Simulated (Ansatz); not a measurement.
**Input and output of a self-consistent single point for Sn (Immm, 1 atom in the cell) (Ansatz, an electronic-structure program)**

Method: PBEsol, default PAW files made with PBE (plane waves; Ansatz).

This input was run:

Ansatz 0.2 input:
```yaml
# Sn
crystal:
  lattice:
    - [-1.696294, 1.960524, 2.114194]
    - [1.696294, -1.960524, 2.114194]
    - [1.696294, 1.960524, -2.114194]
  atoms:
    - { symbol: Sn, position_ang: [0.000000, 0.000000, 0.000000] }
basis:
  ecutwfc: 420.0
kpoints:
  mp_grid:
    grid: [13, 13, 13]
hamiltonian:
  xc: pbesol
  pseudopotentials:
    kind: paw
scf:
  occupations:
    method: fermi_dirac
    width: 0.1
output:
  forces: true
  eigenvalues: true
  stress: true
```

Output (repeated stretches shortened):

```
WARN ansatz: RAYON_NUM_THREADS=1 ignored (pool sized by the plan → 1); use --threads N
Pseudopotentials: kind: paw
Pseudopotential: Sn, paw, valence charge 14
Crystal: 1 atoms, lattice volume = 28.124 Å³
Basis set: ecut = 420 eV, 553 PW (Γ), exchange–correlation on 48×48×48 points (8 copies of the dense FFT grid, shifted against one another)
Bands: 11, of which v1, the nominal top of the filled ones, is band 7 counted from 1 (6 counted from 0)
Symmetry: 8 space group operations
Space group: Immm (ITA 71), of the structure as read, at distance tolerance 3.0e-5 Å
k-points: 343 of 2197
PAW frozen core: Sn, regenerated for the run's functional, and the local potential with it
Initial density: superposition of atomic densities (neutral atoms: chi_scale 0, normalization atom), corrected by the library's trained network
Initial wavefunctions: pseudopotential atomic-orbital guess
Eigensolver: davidson
Functional: x = pbesol(κ = 0.804, μ = 0.12345679012345678), c = pbesol(β = 0.046)
SCF iter   1: F=—  HF=-5949.748167 eV  |F-HF|=—  |Δ(HF+E_count)|=         —  Δρ=2.59e-3  dr2=1.04e-3  ethr=1.77e-3  ⟨swp⟩=5.0  Hψ=22069  notcnv=0
all-band conjugate gradients solve this SCF's bands
preconditioner: auto → none
SCF iter   2: F=—  HF=-5949.747192 eV  |F-HF|=—  |Δ(HF+E_count)|=   9.76e-4  Δρ=1.50e-3  dr2=3.80e-4  ethr=7.43e-6  ⟨swp⟩=1.8  Hψ=6810  notcnv=0
SCF iter   3: F=—  HF=-5949.747094 eV  |F-HF|=—  |Δ(HF+E_count)|=   9.80e-5  Δρ=5.73e-4  dr2=6.50e-5  ethr=2.71e-6  ⟨swp⟩=2.0  Hψ=6137  notcnv=0
SCF iter   4: F=—  HF=-5949.747036 eV  |F-HF|=—  |Δ(HF+E_count)|=   5.73e-5  Δρ=9.31e-5  dr2=1.62e-6  ethr=4.64e-7  ⟨swp⟩=2.0  Hψ=6108  notcnv=0
iter 5 did not close the SCF: its close was put off for the readings that it lacked (scf_convergence_deferred on its scf_iter line)
SCF iter   5: F=-5949.747035 eV  HF=-5949.747035 eV  |F-HF|=3.17e-8  |Δ(HF+E_count)|=   1.63e-6  Δρ=1.09e-5  dr2=1.79e-8  ethr=1.16e-8  ⟨swp⟩=2.0  Hψ=6138  notcnv=0
SCF iter   6: F=-5949.747035 eV  HF=-5949.747035 eV  |F-HF|=2.70e-9  |Δ(HF+E_count)|=   1.52e-8  Δρ=2.87e-6  dr2=1.99e-9  ethr=1.28e-10  ⟨swp⟩=2.9  Hψ=14270  notcnv=0
SCF 1 converged in 6 iterations: F = -5949.747035 eV  dr2 = 1.99e-9
SCF converged after 6 iterations
Free energy (F): -5949.747035 eV
Harris-Foulkes:  -5949.747035 eV  (|F-HF|=2.70e-9)
Internal energy: -5949.728020 eV  (E = F + TS)
E sigma→0 (E₀):  -5949.737527 eV
Entropy (-TS):   -0.019015 eV (-19.015 meV/atom)
Fermi energy:    10.235814 eV
--- Per-component energies (eV) ---
  E_band       = -88.861325
  E_kinetic    = 185.929227
  E_local      = -851.925381  (includes V_loc(G=0)·N_el)
  E_nonlocal   = -30.947066
  E_hartree    = 528.479046
  E_xc         = -379.443859
  E_vxc        = -96.984986  (∫ρ·V_xc dr)
  E_paw        = -4063.360426  (= ΣΔE_a)
  E_vpaw       = -351.893257  (= ΣTr[D̂ρ^β])
  E_aug_tail   = -0.000000  (compensation charges beyond the density's cutoff)
  E_ewald      = -1338.744399
  E_core_change = 0.284840  (= ΣΔE_core)
  E_smearing   = -0.019015  (= −TS)
  E_closure    = 0.000000  (closes the sum)
  Σ components = -5949.747035   (vs F -5949.747035, Δ=0.00e0)
--- Forces (eV/Å), atoms counted from 1 ---
  atom   1  Sn     0.00000000     0.00000000     0.00000000
  max |Σ_I F_I| component: 3.08e-33 eV/Å
--- Stress (GPa, compression-positive) ---
       -2.609361      -0.000000       0.000000
       -0.000000      -2.825388       0.000000
        0.000000       0.000000      -3.470106
  P = ⅓ Tr σ = -2.9683 GPa (-29.683 kbar)
  The stress holds the Pulay correction. Without it, at fixed plane waves, as pw.x and ABINIT print it: P = -3.0006 GPa
--- Band table (eV; the first three rows and the last of 343) ---
  k-point 0: bands = ["-11.2732", "-11.2184", "-11.2041", "-11.1940", "-11.1040", "-0.6743", "16.8619", "17.0022", "18.9275", "20.5390", "21.6052"]
  k-point 1: bands = ["-11.2683", "-11.2157", "-11.2042", "-11.1881", "-11.1064", "-0.5343", "16.4448", "16.4908", "18.1223", "20.6321", "21.5323"]
  k-point 2: bands = ["-11.2648", "-11.2065", "-11.1981", "-11.1707", "-11.1122", "-0.1139", "15.2717", "15.5117", "16.4895", "19.5833", "19.9178"]
  k-point 342: bands = ["-11.2903", "-11.2471", "-11.0852", "-11.0736", "-11.0517", "6.6924", "8.3002", "9.4620", "11.5504", "13.5054", "16.9050"]
```

The run converged in 6 iterations.

The starting cell comes from a database of computed structures (which also holds hypothetical and non-ambient phases and stackings), without a prior relaxation at this level. Its lattice was rescaled by up to half a per cent. Ansatz's pressure includes its estimate of the finite-basis (Pulay) stress.
